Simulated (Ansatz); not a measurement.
A self-consistent single point of VH (Fm-3m, 2 atoms in the cell) with Ansatz (a first-principles code).

Level of theory: PBEsol, PAW files made with PBE (plane waves; Ansatz).

The change in words: lattice scaled by 0.98. Reference geometry:
```yaml
crystal:
  lattice:
    - [0.00000, 1.96375, 1.96375]
    - [1.96375, 0.00000, 1.96375]
    - [1.96375, 1.96375, 0.00000]
  atoms:
    - { symbol: V, position: [0.00000, 0.00000, 0.00000] }
    - { symbol: H, position: [0.50000, 0.50000, 0.50000] }
```

Reference input (self-consistent single point, DFT, PBEsol, plane waves, PAW files made with PBE): kpoints.mp_grid.grid = 14 14 14; hamiltonian.xc = pbesol; hamiltonian.pseudopotentials = {kind: paw} (an earlier, softer set of the program's PAW files); scf.occupations.method = gaussian; scf.occupations.width = 0.1 eV. This run's input differs from it in these lines:

Ansatz 0.2 input:
```diff
@@ -2,8 +2,8 @@
   lattice:
-    - [0.000000, 1.963755, 1.963755]
-    - [1.963755, 0.000000, 1.963755]
-    - [1.963755, 1.963755, 0.000000]
+    - [0.000000, 1.924480, 1.924480]
+    - [1.924480, 0.000000, 1.924480]
+    - [1.924480, 1.924480, 0.000000]
   atoms:
     - { symbol: V, position_ang: [0.000000, 0.000000, 0.000000] }
-    - { symbol: H, position_ang: [1.963755, 1.963755, 1.963755] }
+    - { symbol: H, position_ang: [1.924480, 1.924480, 1.924480] }
 kpoints:
```

Output, abridged:

```
SCF iter   1: F=—  HF=-2901.841151 eV  |F-HF|=—  |Δ(HF+E_count)|=         —  Δρ=1.10e-1  dr2=1.57e0  ethr=3.10e-3  ⟨swp⟩=4.0  Hψ=5806  notcnv=0
all-band conjugate gradients solve this SCF's bands
preconditioner: auto → none
SCF iter   2: F=—  HF=-2901.481422 eV  |F-HF|=—  |Δ(HF+E_count)|=   3.60e-1  Δρ=6.38e-2  dr2=3.88e-1  ethr=3.10e-3  ⟨swp⟩=2.0  Hψ=3117  notcnv=0  defer=3
SCF iter   3: F=—  HF=-2901.373984 eV  |F-HF|=—  |Δ(HF+E_count)|=   1.07e-1  Δρ=1.68e-2  dr2=1.06e-2  ethr=2.77e-3  ⟨swp⟩=2.9  Hψ=2582  notcnv=0  defer=6
SCF iter   4: F=—  HF=-2901.385152 eV  |F-HF|=—  |Δ(HF+E_count)|=   1.12e-2  Δρ=2.51e-3  dr2=6.84e-4  ethr=7.59e-5  ⟨swp⟩=2.0  Hψ=2000  notcnv=0  defer=6
SCF iter   5: F=—  HF=-2901.385026 eV  |F-HF|=—  |Δ(HF+E_count)|=   1.26e-4  Δρ=9.47e-5  dr2=5.32e-7  ethr=4.88e-6  ⟨swp⟩=2.7  Hψ=1673  notcnv=0  defer=6
SCF iter   6: F=—  HF=-2901.385021 eV  |F-HF|=—  |Δ(HF+E_count)|=   5.74e-6  Δρ=2.87e-5  dr2=3.34e-8  ethr=7.14e-10  ⟨swp⟩=5.1  Hψ=4935  notcnv=0
SCF iter   7: F=-2901.385021 eV  HF=-2901.385021 eV  |F-HF|=1.42e-10  |Δ(HF+E_count)|=   2.38e-8  Δρ=1.93e-6  dr2=2.03e-10  ethr=2.39e-10  ⟨swp⟩=2.0  Hψ=3547  notcnv=0
SCF 1 converged in 7 iterations: F = -2901.385021 eV  dr2 = 2.03e-10
Free energy (F): -2901.385021 eV
Internal energy: -2901.379316 eV  (E = F + TS)
E sigma→0 (E₀):  -2901.382168 eV
Entropy (-TS):   -0.005704 eV (-2.852 meV/atom)
Fermi energy:    17.199734 eV
--- Forces (eV/Å), atoms counted from 1 ---
  atom   1  V     -0.00000000     0.00000000     0.00000000
  atom   2  H      0.00000000     0.00000000     0.00000000
--- Stress (GPa, compression-positive) ---
        9.383433       0.000000      -0.000000
       -0.000000       9.383433      -0.000000
        0.000000      -0.000000       9.383433
  P = ⅓ Tr σ = 9.3834 GPa (93.834 kbar)
  The stress holds the Pulay correction. Without it, at fixed plane waves, as pw.x and ABINIT print it: P = 9.0387 GPa
```

The run converged in 7 iterations. Against the reference run the free energy goes up by 6.0 meV/atom and the pressure goes from -4.34 to 9.38 GPa.

The starting cell comes from a database of computed structures (which also holds hypothetical and non-ambient phases and stackings), without a prior relaxation at this level. For this run, on top of that: lattice scaled by 0.98. Spin polarisation is off. With a pressure of about 9 GPa the cell is away from its equilibrium volume at this level. Ansatz's pressure includes its estimate of the finite-basis (Pulay) stress.
